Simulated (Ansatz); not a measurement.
Take W3N4 (space group Pm-3m, No. 221) as the base.

```
CELL_PARAMETERS angstrom
      4.17923     0.00000     0.00000
      0.00000     4.17923     0.00000
      0.00000     0.00000     4.17923
ATOMIC_POSITIONS crystal
  N  0.50000 0.50000 0.50000
  N  0.50000 0.00000 0.00000
  N  0.00000 0.50000 0.00000
  N  0.00000 0.00000 0.50000
  W  0.50000 0.50000 0.00000
  W  0.00000 0.50000 0.50000
  W  0.50000 0.00000 0.50000
```

Cartesian axes are those of the cell as printed.

Level of theory: Kohn–Sham DFT with the PBEsol functional, run in Ansatz (a program for electronic structure) with PAW and 420 eV plane waves, no spin-orbit coupling.

Before the change:

- Pressure: 0.0 GPa

It is then changed as follows: strain tensor (xx, yy, zz, yz, xz, xy) = (−2.07, −2.18, −3.13, −0.39, −0.66, +0.45) %, atoms relaxed at fixed cell.

**Question.** What happens to the energy relative to the base and pressure?

**Answer.** The energy goes up by 75 meV/atom; the pressure (mean of the normal stresses, compression positive) goes from zero to 33.1 GPa.

Without a gap, meshes like the base's 11×11×11 leave anisotropic stresses uncertain by several tenths of a GPa, and small strain energies with them. Stability against distortions was not tested. All final runs are without spin polarisation.
